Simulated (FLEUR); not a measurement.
Input and output of a self-consistent single point for Rh (Fm-3m, 1 atom in the cell) (FLEUR)

Level of theory: PBE, all-electron FLAPW (FLEUR), scalar-relativistic valence.

The input file:

Input of the input generator:

```
Rh crystal
&input film=f /
-0.0000000000 3.6500627015 3.6500627015
3.6500627015 -0.0000000000 3.6500627015
3.6500627015 3.6500627015 -0.0000000000
1.0
1.0 1.0 1.0

1
45 0.0000000000 0.0000000000 0.0000000000

&comp jspins=1 /
&kpt div1=12 div2=12 div3=12 gamma=t /
&end /
```

```xml
<?xml version="1.0" encoding="UTF-8" standalone="no"?>
<fleurInput fleurInputVersion="0.39">
   <comment>
      Rh crystal                                                                                          
   </comment>
   <calculationSetup>
      <cutoffs Kmax="4.2" Gmax="16.8" GmaxXC="16.8" numbands="0"/>
      <scfLoop itmax="80" minDistance="0.00001" maxIterBroyd="25" imix="Anderson" alpha="0.05" precondParam="0.0" spinf="2.0"/>
      <coreElectrons ctail="T" frcor="F" kcrel="0" coretail_lmax="0"/>
      <xcFunctional name="pbe" relativisticCorrections="F"/>
      <magnetism jspins="1"/>
      <soc l_soc="F" theta="0.0" phi="0.0" spav="F"/>
      <expertModes spex="0" secvar="F"/>
      <geometryOptimization l_f="T" forcealpha="1.0" forcemix="BFGS" epsdisp="0.00001" epsforce="0.00001"/>
      <ldaU l_linMix="F" mixParam="0.05" spinf="1.0"/>
   </calculationSetup>
   <cell>
      <bzIntegration valenceElectrons="15.0" mode="hist" fermiSmearingEnergy="0.00367493">
         <kPointListSelection listName="default-1"/>
         <!-- k-points included here -->
         <xi:include xmlns:xi="http://www.w3.org/2001/XInclude" href="kpts.xml"> </xi:include>
      </bzIntegration>
      <!-- symmetry operations included here -->
      <xi:include xmlns:xi="http://www.w3.org/2001/XInclude" href="sym.xml"> </xi:include>
      <bulkLattice scale="1.0">
         <bravaisMatrix>
            <row-1>    0.0000000000000000     3.6500627015000000     3.6500627015000000</row-1>
            <row-2>    3.6500627015000000     0.0000000000000000     3.6500627015000000</row-2>
            <row-3>    3.6500627015000000     3.6500627015000000     0.0000000000000000</row-3>
         </bravaisMatrix>
      </bulkLattice>
   </cell>
   <atomSpecies>
      <species name="Rhodium (Rh)" element="Rh" atomicNumber="45">
         <mtSphere radius="2.41" gridPoints="833" logIncrement="0.015"/>
         <atomicCutoffs lmax="10" lnonsphr="8"/>
         <electronConfig flipSpins="F">
            <coreConfig>(1s1/2) (2s1/2) (2p1/2) (2p3/2) (3s1/2) (3p1/2) (3p3/2) (4s1/2) (3d3/2) (3d5/2)</coreConfig>
            <valenceConfig>(4p1/2) (4p3/2) (5s1/2) (4d3/2) (4d5/2)</valenceConfig>
            <stateOccupation state="(5s1/2)" spinUp="0.5" spinDown="0.5"/>
            <stateOccupation state="(4d3/2)" spinUp="1.6" spinDown="1.6"/>
            <stateOccupation state="(4d5/2)" spinUp="2.4" spinDown="2.4"/>
         </electronConfig>
         <energyParameters s="5" p="5" d="4" f="4"/>
         <lo type="SCLO" l="1" n="4" eDeriv="0"/>
      </species>
   </atomSpecies>
   <atomGroups>
      <atomGroup species="Rhodium (Rh)">
         <relPos label="                   1">.0000000000 .0000000000 .0000000000</relPos>
         <force calculate="T" relaxXYZ="TTT"/>
      </atomGroup>
   </atomGroups>
   <output dos="F" band="F" slice="F">
      <checks vchk="F" cdinf="F"/>
      <bandDOS minEnergy="-.5*Htr" maxEnergy="0.5*Htr" sigma="0.015" storeEVData="T"/>
      <vacuumDOS vacdos="F" integ="F" star="F" nstars="0" locx1="0.0" locy1="0.0" locx2="0.0" locy2="0.0" nstm="0" tworkf="0.0"/>
      <unfoldingBand unfoldBand="F" supercellX="1" supercellY="1" supercellZ="1"/>
      <plotting iplot="0" polar="F">
         <plot TwoD="T" vec1="  1.0  0.0  0.0" vec2="  0.0  1.0  0.0" vec3="  0.0  0.0  1.0" zero="  0.0  0.0  0.0" file="plot"/>
      </plotting>
      <chargeDensitySlicing numkpt="0" minEigenval="0.0" maxEigenval="0.0" nnne="0" pallst="F"/>
      <specialOutput eonly="F"/>
      <magneticCircularDichroism mcd="F" energyLo="-10.0" energyUp="0.0"/>
   </output>
  <!-- We include the file relax.xml here to enable relaxations (see documentation) -->
  <xi:include xmlns:xi="http://www.w3.org/2001/XInclude" href="relax.xml"> <xi:fallback/> </xi:include>
</fleurInput>
```

Output (repeated stretches shortened):

```
      Welcome to FLEUR        (www.flapw.de)
      MaX-Release 8.1          (www.max-centre.eu)

 ========== k-point set info ==========
 Selected k-point list: default-1
 k-point list type: mesh
 12 x 12 x 12
 Number of k points: 72

 ------------Calculation Setup---------------------------
           1           2           3           4           6           8           9          12          18          24          36          72
 Number of basis functions:          132
 Iteration:     1   Distance:      17.75890748 me/bohr^3
 Iteration:     2   Distance:      15.52223755 me/bohr^3
 Iteration:     3   Distance:       5.47119892 me/bohr^3
 Iteration:     4   Distance:       3.02464739 me/bohr^3
 Iteration:     5   Distance:       1.82333857 me/bohr^3
 Iteration:     6   Distance:       0.79128694 me/bohr^3
   [... 2 lines left out ...]
 Iteration:     9   Distance:       0.00416111 me/bohr^3
 Iteration:    10   Distance:       0.00119742 me/bohr^3
 Iteration:    11   Distance:       0.00079636 me/bohr^3
 Iteration:    12   Distance:       0.00005663 me/bohr^3
 Iteration:    13   Distance:       0.00000472 me/bohr^3

 Run finished successfully
 Stop message:
   Structural relaxation: Done

[file out, last iteration]
             iter=     14
          p o t e n t i a l   g e n e r a t o r
[...]
          integral of pseudo charge density inside the slab=        0.000000   0.000000
     coulomb potential in the interstitial region:
          density-coulomb potential integrals
          total density-coulomb potenti    -7656.5829129255
          density-effective potential integrals for spin  1
          total density-effective poten   -7.8378031756E+03
          charge density-energy density integrals
          total charge density-energy d   -1.3895303223E+02
 Updated energy parameters for spin:           1
  Atom    1 5s branch from -2.38 to  2.15 htr. ; e_l =  0.3591
  Atom    1 5p branch from -1.17 to  2.85 htr. ; e_l =  0.4878
  Atom    1 4d branch from-10.41 to  0.65 htr. ; e_l =  0.4054
  Atom    1 4f branch from -9.99 to  2.52 htr. ; e_l =  0.7780
  Atom    1 4p branch from-17.10 to -1.17 htr. ; e_l(l -1.2161
[...]
 fermi energy and band-weighting factors:
at   0.00000   0.00000   0.00000   k-weight:    0.000579
   12 eigenvalues :
   -1.202761   -1.202761   -1.202761    0.218793    0.392797    0.392797    0.392797    0.463805
    0.463805    1.080459    1.268123    1.268123
   [... 2 blocks of this kind left out ...]

[...]
FERMIE:
          first approx. to ef    (T=0)  :   0.500515 htr   (energy of the highest occ. eigenvalue)
          number of occ. states  (T=0)  :        547
          first approx. to seigv (T=0)  :  -3.756810 htr
          sum of weights of occ. states :   7.508102
          sum of semicore charge        :   0.000000 e
FERHIS:  Fermi-Energy by histogram:
          bandgap                     :   0.000260 htr
          charge neutrality (T=0)     :   0.016204    (zero if the highest occ. eigenvalue is "entirely" occupied)
     EF_NEWTON:  Adjust Fermi-Energy by Newton-Method.
               Number of iterations needed  :   5
               The error in the weight is   : -0.55511E-16
               The error in ef is           :  0.31269E-17 htr
     -->  new fermi energy            :   0.497315 htr
          valence charge              :  15.000000 e
          actual charge blw ef-8kt    :  14.064815 e
          actual charge blw ef+8kt    :  15.000000 e
          number of occ. states       :       595
          sum of the valence weights  :    7.500000
          entropy         :   0.455856 *kb htr/K =   0.00000 htr/K
          sum of val. single particle energies:        -3.7640150159 htr
 Direct bandgap for spin            1 :    5.8269488502915023E-003  Htr
 at k-point           21  with k-vector    0.0000000000000000       0.16666666666666666       0.33333333333333331
          valence density: spin= 1
[...]
     l-like charge
     atom     s        p        d        f        total
 -->  1    0.34475  6.27382  6.83538  0.04411   13.51005
          total charge for spin  1=   15.000000
          interst. charge =       1.489952
          mt charge=             13.510048
          total charge  =   15.000000
          z= 45.     r(1)=  0.916267E-05     dx= 0.015000     m.t.index= 833
               n    l     j    energy       weight
               1.   0.   0.5 -845.5805      2.0000
               2.   0.   0.5 -122.0284      2.0000
               2.   1.   0.5 -112.9333      2.0000
   [... 7 lines left out ...]
          atom type    1  (spin 1)
          kinetic energy=  0.486671097924E+04     sum of the eigenvalues= -0.284578486760E+04
          0.00270433  electrons lost from core.
          total charge for spin  1=   45.000000
          interst. charge =       1.492560
          mt charge=             43.507440
          total charge  =   45.000000
          zc=    45.000000     qfix=    1.000000
     t o t a l  e n e r g y
          sum of eigenvalues =             -2849.5488826131
          density-coulomb potential int    -7656.5829129255
          density-effective potential i    -7837.8031755629
          charge density-ex.-corr.energ     -138.9530322267
          el.-nucl. inter. diff. m.t.       5781.6979192978
          Madelung term for atom type:       -24.5810288985
 ---->    total energy=                    -4785.2691439359 htr
 ---->    (input%tkb*entropy) TS=              0.0016752377 htr
 ---->    free energy=                     -4785.2708191735 htr
      extrapolation for T->0
 ---->    total electron energy=           -4785.2699815547 htr
 ***** TOTAL FORCES ON ATOMS *****
 TOTAL FORCE FOR ATOM TYPE=  1  X=  0.000   Y=  0.000   Z=  0.000
                       FX_TOT= 0.000000 FY_TOT= 0.000000 FZ_TOT= 0.000000
 Structural relaxation: Done
```

The run converged in 13 iterations. FLEUR gives forces in its relaxation mode, with a further iteration, so its stop message speaks of a relaxation.

The starting cell comes from a database of computed structures (which also holds hypothetical and non-ambient phases and stackings), without a prior relaxation at this level. Its lattice was rescaled by a random factor within 2.5 % of one. Spin polarisation is off. Values depend on the basis (sphere radii, cutoffs, local orbitals), which need not be converged. The log's line on a gap gives a spacing of levels on this mesh, which the program prints for metals too.
